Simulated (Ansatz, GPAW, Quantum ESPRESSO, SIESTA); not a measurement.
Code comparison for In2Au3 (P-3m1, 5 atoms in the cell)

Self-consistent single point, at a second geometry (lattice scaled by 0.98). First geometry:

```
In2Au3
1.0
    4.57401     0.00000     0.00000
   -2.28700     3.96121     0.00000
    0.00000     0.00000     5.68874
In Au
2 3
Cartesian
  2.28701   1.32040   1.82990
  0.00000   2.64081   3.85884
  2.28701   1.32040   4.58819
  0.00000   2.64081   1.10054
  0.00000   0.00000   0.00000
```

Shared settings, as Ansatz (a quantum-chemistry and plane-wave program) writes them: kpoints.mp_grid.grid = 7 7 5; scf.occupations.method = gaussian; scf.occupations.width = 0.136 eV. Potentials and cutoffs stand in the table.

```
code                                                                                                                                      model  ΔF from the first geometry (meV/atom)  pressure (GPa)  largest force (eV/Å)       cutoff
----------------  -----------------------------------------------------------------------------------------------------------------------------  -------------------------------------  --------------  --------------------  -----------
Ansatz                                                                                                          PBEsol, PAW files made with PBE                                   31.7            8.31                 0.183       420 eV
Quantum ESPRESSO                                                                           PBEsol, GBRV 1.5 ultrasoft (PBESOL) pseudopotentials                                   29.0            7.29                 0.167        40 Ry
GPAW                                                                                      PBEsol, GPAW PAW datasets PBEsol (made by gpaw-setup)                                   36.3            9.02                 0.202       600 eV
SIESTA            GGA PBEsol, numerical atomic orbitals DZP, PseudoDojo PBEsol standard norm-conserving potentials (rewritten from UPF to PSML)                                   26.3            7.80                 0.390  grid 400 Ry
```

For Quantum ESPRESSO (by 0.6 GPa) the energy change implies a higher mean pressure, against the two pressures, than for the other programs: a sign of finite-basis (Pulay) stress.

Size of the force on each atom (eV/Å): Sizes of forces hide their directions.

```tsv
code	In1	In2	Au3	Au4	Au5
Ansatz	0.183	0.183	0.171	0.171	0.000
Quantum ESPRESSO	0.167	0.167	0.164	0.164	0.000
GPAW	0.202	0.202	0.096	0.096	0.000
SIESTA	0.012	0.012	0.390	0.390	0.000
```

On Ansatz's run: spin-orbit coupling is off.

The spread over the programs that give each value: ΔF from the first geometry within 10.0 meV/atom; pressure within 1.73 GPa; largest force within 0.223 eV/Å.

SIESTA uses small atom-centred bases, whose incompleteness enters pressures, forces and empty levels differently from a plane-wave cutoff. Ansatz's pressure is given at a fixed set of plane waves, as the other plane-wave codes print theirs; with its correction for the finite basis it is 8.36 GPa. In the pressure, Quantum ESPRESSO (by 1.02) lies more than 1 GPa from the median of the plane-wave programs. In the force vectors, SIESTA (by 0.226) lies more than 0.08 eV/Å from the median of the plane-wave programs.

The starting cell comes from a database of computed structures (which also holds hypothetical and non-ambient phases and stackings), without a prior relaxation at this level. Its lattice was rescaled by a random factor within 2.5 % of one. For this run, on top of that: lattice scaled by 0.98.

Left out of this page: Elk (not drawn, or without a comparable value); FLEUR (with a known weakness of the program).

Keys are those of Ansatz 0.2.
